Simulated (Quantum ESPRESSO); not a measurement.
**σyz against shear in bcc W (space group 229): C44 (Quantum ESPRESSO, PBEsol)**

```
W
1.0
   -1.57751     1.58067     1.58067
    1.57751    -1.57436     1.57436
    1.57751     1.57436    -1.57436
W
1
Direct
  0.00000   0.00000   0.00000
```

Method: PBEsol, GBRV 1.5 ultrasoft (PBESOL) pseudopotentials (plane waves; Quantum ESPRESSO). Settings: ecutwfc = 52 Ry; ecutrho = 416 Ry; occupations = smearing; smearing = fermi-dirac; degauss = 0.0036749 Ry; potentials = {W: w_pbesol_v1.2.uspp.F.UPF}; K_POINTS = automatic 38 38 38 0 0 0; conv_thr = 1e-10 Ry; mixing_beta = 0.4. The cell above is the first row's. The rows shear the cubic cell: the yz and zy parts of the deformation are each γ/2. At γ = 0 the shear stress vanishes by symmetry. Stress is positive in tension. In all rows the k mesh is held.

```
γ (%)  σyz (GPa)
-----  ---------
0.4        0.599
0.8        1.200
1.2        1.803
1.6        2.408
2.0        3.014
2.4        3.623
2.8            ?
```

Q: Using a straight line, estimate the missing σyz at γ = 2.8 from the other rows, showing the fit.

A: With u = γ - 1.4, the rows have u = -1.0000, -0.6000, -0.2000, 0.2000, 0.6000, 1.0000. Means: u 0, σyz 2.1078. About the means, the sum of products is 4.2334 and the sum of squares of u is 2.8000; the slope is their ratio. Least squares gives σyz = 2.1078 + 1.51193·u. Residuals (row less fit): 0.0031, -0.0006, -0.0024, -0.0022, -0.0010, 0.0033; standard error 0.0028 (degrees of freedom: 4). The slope of the line, 1.51193 GPa per cent, gives C44 ≈ 100 × 1.51193 = 151 GPa, for the static lattice. At the withheld row, u = 1.4000, so σyz = 2.1078 + 1.51193 × 1.4000 = 4.2245 GPa. The calculation gives 4.235 GPa, 0.0105 GPa above the prediction (0.3 % of the range of σyz in the table). The row lies outside the fitted rows, so this is an extrapolation. From the scatter of the fitted rows alone, a prediction at this place has a standard error of 0.0039 GPa, so the miss is 2.7 times that.

Carrying the step between the two nearest rows on in a straight line would have given 4.232, off by 0.003; series whose last step already gives the withheld value aren't shown. The reference cell has the volume at which an earlier scan in this program and functional put its minimum by a fit. The unstrained cell stands at a pressure of -0.28 GPa, and the constants belong to that pressure. Spin polarisation is off. Spin-orbit coupling is off. Without a gap such slopes are sensitive to mesh and smearing. Cutoffs and mesh are single choices, not tested for convergence of this quantity. Series with a scatter that would blur these digits, or in which a gap closes, are not shown. Strain series were run only where this level's volume lies within 10 % of a first guess from the measured size.
